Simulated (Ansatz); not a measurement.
The parent structure is ZnSe in the zinc blende structure (space group F-43m, No. 216; a = 5.666 Å). Axes: x, y, z lie along the cube axes.

Calculations: DFT with r2SCAN, PAW potentials and a 500 eV plane-wave cutoff in Ansatz (a program for electronic structure), no spin-orbit coupling.

Base values:

The pressure is -0.01 GPa and the valley order is Γ 1.87 eV; L along ⟨111⟩ 3.05 eV; X along ⟨100⟩ 3.34 eV.

It is then changed as follows: biaxial strain −2.50 %, plane normal [001], relaxed out of plane (Cartesian); in-plane vectors clamped, the third vector and the atoms free.

How does this affect the pressure, valley order and energy relative to the base?

The pressure (mean of the normal stresses, compression positive) grows by 1.474 GPa, from -0.01 GPa to 1.47 GPa; the valley order (the lowest conduction-band minima on the path, energy above the VBM, named in the base's zone) becomes Γ 1.88 eV; L along [111] 2.98 eV; X along [010] 3.13 eV (base: Γ 1.87 eV; L along ⟨111⟩ 3.05 eV; X along ⟨100⟩ 3.34 eV); the energy grows by 7.6 meV/atom.

The levels and masses belong to the bands next to the band gap. Stability against distortions was not tested.
